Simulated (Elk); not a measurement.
## How far to go with the k-point mesh: NiAl (P4mm, 2 atoms in the cell)

```
CELL_PARAMETERS angstrom
      2.88133     0.00000     0.00000
      0.00000     2.88133     0.00000
      0.00000     0.00000     2.88133
ATOMIC_POSITIONS crystal
  Al 0.50000 0.50000 0.51735
  Ni 0.00000 0.00000 0.00000
```

Method of the run: LDA (PW92), all-electron FP-LAPW, Elk's shipped species files, default APW+lo basis in Elk.

Base settings: swidth = 0.00367493 Ha; ngridk = 7 7 7; rmtscf = 0.95; maxscl = 100.

The second cell is the first with its lattice scaled by 0.98.

Only quantities that move along the ladder and can be compared are tabulated.

Core times come from one kind of shared machine, to one figure; runs under 30 s give none.

The starting cell has typed, rounded lattice constants, without a prior relaxation at this level. Its lattice was rescaled by up to half a per cent. One atom was moved a little off its site on purpose. Spin polarisation is off. Values depend on the basis (sphere radii, cutoffs, local orbitals), which need not be converged.

| ngridk | free energy less the last step's (meV/atom) | energy of the compressed cell less the first (meV/atom) | core time / last (rough) |
|---|---|---|---|
| 2 2 2 | -23.84 | 5.03 | – |
| 3 3 3 | 62.16 | -11.46 | – |
| 4 4 4 | -21.13 | -23.74 | – |
| 5 5 5 | 15.17 | -18.28 | – |
| 6 6 6 | 11.74 | -14.14 | – |
| 7 7 7 | -6.46 | -14.05 | – |
| 8 8 8 | -0.31 | -13.57 | – |
| 9 9 9 | 2.81 | -15.69 | – |
| 10 10 10 | -1.11 | -15.80 | – |
| 11 11 11 | 0.59 | -14.50 | – |
| 13 13 13 | -0.82 | -14.78 | 0.2 |
| 15 15 15 | 0.20 | -14.84 | 0.3 |
| 16 16 16 | -0.36 | -14.98 | 0.4 |
| 18 18 18 | 0.24 | -15.36 | 0.7 |
| 20 20 20 | -0.03 | -14.72 | 0.7 |
| 22 22 22 | 0.00 | -15.08 | 1 |

Coarsest ngridk that holds the energy of the compressed cell less the first within 2 meV/atom of the last step, with all finer ones: 6 6 6; the step before is off by 3.2 meV/atom.

Coarsest ngridk that holds the free energy within 5 meV/atom of the last step, with all finer ones: 8 8 8; the step before is off by 6.5 meV/atom.

The energy difference between the two cells stays within 1 meV/atom of the last step's from 9 9 9 on, the total only from 11 11 11 on: much of the error is common to both cells and cancels.

Two neighbours can agree and both be off: 6 6 6 and 7 7 7 differ by 0.09 meV/atom in the energy of the compressed cell less the first, yet lie about 1.0 meV/atom from the last step.
